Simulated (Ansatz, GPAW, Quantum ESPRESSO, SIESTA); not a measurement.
Cu₃Sb (Pm-3m, 4 atoms in the cell) computed with different codes at matched settings

Self-consistent single point.

```
CELL_PARAMETERS angstrom
      3.93904     0.00000     0.00000
      0.00000     3.93904     0.00000
      0.00000     0.00000     3.93904
ATOMIC_POSITIONS crystal
  Cu 0.50000 0.50000 0.00000
  Cu 0.00000 0.50000 0.50000
  Cu 0.50000 0.00000 0.50000
  Sb 0.00000 0.00000 0.00000
```

Shared settings, as Ansatz (a quantum-chemistry and plane-wave program) writes them: kpoints.mp_grid.grid = 3 3 3; scf.occupations.method = gaussian; scf.occupations.width = 0.0037 Ry. Potentials and cutoffs stand in the table.

```csv
code,model,pressure (GPa),cutoff
Ansatz,"PBEsol, PAW files made with PBE",-9.09,default
GPAW,"PBEsol, GPAW PAW datasets PBEsol (made by gpaw-setup)",-8.65,850 eV
SIESTA,"GGA PBEsol, numerical atomic orbitals DZP, PseudoDojo PBEsol standard norm-conserving potentials (rewritten from UPF to PSML)",-9.40,grid 300 Ry
Quantum ESPRESSO,"PBEsol, PSlibrary ultrasoft (PBE) pseudopotentials",-9.71,50 Ry
```

On Ansatz's run: spin-orbit coupling is off. Spin polarisation is off.

The spread over the programs that give each value: pressure within 1.06 GPa.

SIESTA uses small atom-centred bases, whose incompleteness enters pressures, forces and empty levels differently from a plane-wave cutoff. Ansatz's pressure is given at a fixed set of plane waves, as the other plane-wave codes print theirs; with its correction for the finite basis it is -9.00 GPa.

On the base mesh (8 8 8) the same programs gave: Ansatz pressure -8.40 GPa; Quantum ESPRESSO pressure -9.00 GPa; GPAW pressure -8.00 GPa; SIESTA pressure -8.96 GPa.

The values differ from the base mesh's, so the mesh still matters here: the table compares the programs at equal settings.

The starting cell comes from a database of computed structures (which also holds hypothetical and non-ambient phases and stackings), without a prior relaxation at this level. Its lattice was rescaled by a random factor within 2.5 % of one.

Left out of this page: ABINIT and FLEUR (with a known weakness of the program); CP2K (on another mesh); Elk (not drawn, or without a comparable value).

Keys are those of Ansatz 0.2.
